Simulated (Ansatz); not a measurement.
The starting structures come from a database of crystals and need not be the phases stable at ambient conditions.

 Where the default PAW files enter, the runs use the earlier of Ansatz's two default sets.

Tunnelling through a barrier is set by its complex band structure: the current falls as exp(−2κd) with the smallest κ.

Here is the system:

```xyz
6
Lattice="4.5552 0.0000 0.0000 0.0000 8.3201 0.0000 0.0000 0.0000 4.5552" Properties=species:S:1:pos:R:3 pbc="T T T"
La     2.2776     2.0043     0.0000
La     0.0000     6.3158     2.2776
Te     2.2776     5.3088     0.0000
Te     0.0000     3.0113     2.2776
Cl     0.0000     0.0000     0.0000
Cl     2.2776     0.0000     2.2776
```

Space group of this cell: P4/nmm. The cell is taken as given.

Transport runs along the normal of the first two printed cell vectors, the (100) plane of the conventional cell.

The gap is the functional's own. No spin-orbit coupling. Mid-gap values are interpolated on the energy grid.

Task: Estimate the band gap and the smallest decay constant κ at mid-gap that r2SCAN in Ansatz (a first-principles code) returns for this system.

Result: Gap 0.99 eV on a 8×4×8 mesh; κ = 0.163 1/Å, at the zone centre.
